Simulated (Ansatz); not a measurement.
# Effective masses and thermopower of BeS under load (space group I-4m2)

Input:

```xyz
2
Lattice="0.0000 2.4397 2.4153 2.4397 0.0000 2.4153 2.4397 2.4397 0.0000" Properties=species:S:1:pos:R:3 pbc="T T T"
Be     0.0000     0.0000     0.0000
S      3.6596     3.6596     3.6229
```

These are r2SCAN with spin-orbit coupling, rigid bands (plane waves, PAW; Ansatz, a first-principles code) values and carry that method's errors. Condition of this run: uniaxial stress zz = 1 GPa (compression positive) (the target of the relaxation). How the cell was made: cell and atoms relaxed with r2SCAN, then loaded as said.

| Item | Result |
|---|---|
| band gap | 3.48 eV |
| electron conductivity mass (300 K, dilute) | 0.30 (x), 0.30 (y), 0.69 (z) mₑ |
| hole conductivity mass (300 K, dilute) | 0.79 (x), 0.79 (y), 0.76 (z) mₑ |
| effective density of states N_c (300 K) | 7.1e18 cm⁻³ |
| effective density of states N_v (300 K) | 2.5e19 cm⁻³ |
| density-of-states mass, electrons | 0.43 mₑ |
| density-of-states mass, holes | 0.99 mₑ |
| Seebeck coefficient, n-type 1e19 cm⁻³, 300 K | -231 μV/K |
| best n-type power factor at 300 K for τ = 10 fs (best axis; densities from 1e16 to 1e21 cm⁻³ tried, whether or not they can be reached) | 8.0 μW/(cm·K²) at 1e20 cm⁻³ |
| Seebeck coefficient, p-type 1e19 cm⁻³, 300 K | 355 μV/K |
| best p-type power factor at 300 K for τ = 10 fs (best axis; densities from 1e16 to 1e21 cm⁻³ tried, whether or not they can be reached) | 16.2 μW/(cm·K²) at 3e20 cm⁻³ |

Rigid bands; masses and Seebeck coefficients take one relaxation time τ for all states and one kind of carrier; polarons and phonon drag are left out.
